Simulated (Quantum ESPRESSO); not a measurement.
## Cost against accuracy: ecutwfc for EuN (Fm-3m, 2 atoms in the cell)

```xyz
2
Lattice="-2.5347 0.0000 2.5347 0.0000 2.5347 2.5347 -2.5347 2.5347 0.0000" Properties=species:S:1:pos:R:3 pbc="T T T"
Eu     0.0000     0.0000     0.0000
N     -2.5347     2.5347     2.5347
```
Moments meant for the start (each program seeds them in its own way; μB, in the order of the atoms Eu N): 7.0 0.0.

Level of theory: PBEsol, SSSP 1.1.2 efficiency (PBE) pseudopotentials (plane waves; Quantum ESPRESSO).

Base settings: ecutwfc = 50 Ry; ecutrho = 400 Ry; occupations = smearing; smearing = gauss; degauss = 0.0147 Ry; nspin = 2; input_dft = pbesol; potentials = {Eu: Eu.GGA-PBE-paw-v1.0.UPF, N: N.pbe-n-radius_5.UPF}; K_POINTS = automatic 11 11 11 0 0 0; conv_thr = 1e-09 Ry.

Misses are taken against the tightest run, 88 Ry (ecutrho: 400 Ry → 704 Ry), which need not be fully converged itself. The energy is the free energy per atom.

The count of work is k-points × plane waves × bands × iterations; it is no time, and leaves out set-up, grids and terms that scale otherwise. Core times come from one kind of shared machine and are given to one figure; runs under 30 s give none.

The starting cell comes from a database of computed structures (which also holds hypothetical and non-ambient phases and stackings), without a prior relaxation at this level. The magnetic order is the one reached from the typed start; others were not searched systematically. With U or open f shells several self-consistent states can exist. The f electrons are in the valence without U or exact exchange, which can misplace them near the Fermi level. Spin-orbit terms, which matter for f shells, are left out. In the base run, with a pressure of about -7 GPa the cell is away from its equilibrium volume at this level.

| ecutwfc | energy less reference (meV/atom) | pressure less reference (GPa) | count of work / reference | core time / reference (rough) |
|---|---|---|---|---|
| 20 Ry (ecutrho: 400 Ry → 160 Ry) | 945.06 | -24.94 | 0.076 | 0.1 |
| 25 Ry (ecutrho: 400 Ry → 200 Ry) | 323.16 | -11.40 | 0.10 | 0.1 |
| 30 Ry (ecutrho: 400 Ry → 240 Ry) | 96.27 | -4.91 | 0.14 | 0.1 |
| 35 Ry (ecutrho: 400 Ry → 280 Ry) | 25.54 | -1.38 | 0.21 | 0.2 |
| 40 Ry (ecutrho: 400 Ry → 320 Ry) | 11.94 | -0.24 | 0.25 | 0.2 |
| 45 Ry (ecutrho: 400 Ry → 360 Ry) | 9.78 | -0.16 | 0.37 | 0.3 |
| 50 Ry | 7.88 | -0.19 | 0.40 | 0.3 |
| 57 Ry (ecutrho: 400 Ry → 456 Ry) | 4.70 | -0.16 | 0.62 | 0.4 |
| 65 Ry (ecutrho: 400 Ry → 520 Ry) | 1.66 | -0.14 | 0.70 | 0.3 |
| 75 Ry (ecutrho: 400 Ry → 600 Ry) | 0.21 | -0.04 | 0.81 | 0.4 |
| 88 Ry (ecutrho: 400 Ry → 704 Ry) | 0.00 | 0.00 | 1.0 | 1 |

Coarsest setting among those run that, with all tighter ones, holds the energy within 20 meV/atom of the reference: 40 Ry (ecutrho: 400 Ry → 320 Ry), off by 12 meV/atom; it needs 0.25 of the reference's count of work and about 0.2 of the reference's time.

Coarsest setting among those run that, with all tighter ones, holds the energy within 2 meV/atom of the reference: 65 Ry (ecutrho: 400 Ry → 520 Ry), off by 1.7 meV/atom; its saving against the reference is no more than about a factor of 2 in the count of work.

Smallest miss in the energy for at most 0.3 times the reference's count of work: 40 Ry (ecutrho: 400 Ry → 320 Ry), with a miss of 12 meV/atom at a count of 0.25.

The step from 20 Ry (ecutrho: 400 Ry → 160 Ry) to 50 Ry: it takes the miss in the energy from 950 to 7.9 meV/atom, for 5.3 times the count of work and roughly 3 times the time.
